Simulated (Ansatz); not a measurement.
The parent structure is Ge in the diamond structure (space group Fd-3m, No. 227; a = 5.6762 Å).

Method: PBEsol in Ansatz (plane waves to 420 eV, PAW, no spin-orbit coupling).

Base values:

| Property | Result |
|---|---|
| Band gap | zero |
| Shortest interatomic distance | 2.458 Å |
| Density | 5.28 g/cm³ |

The change: hydrostatic tension (pressure −1 GPa).

Estimate the effect on the band gap.

The band gap remains zero.

How does this affect the shortest interatomic distance?

The shortest interatomic distance goes up by 0.0125 Å (2.458 Å → 2.470 Å).

What happens to the density?

The density drops by 0.08 g/cm³ to 5.20 g/cm³.

Load acts through the strain it causes; cell and atoms are relaxed under it. Stability against distortions was not tested. A zero or small gap of Ge can be the functional's error rather than a property of the material.

Ansatz is a quantum-chemistry and plane-wave program.
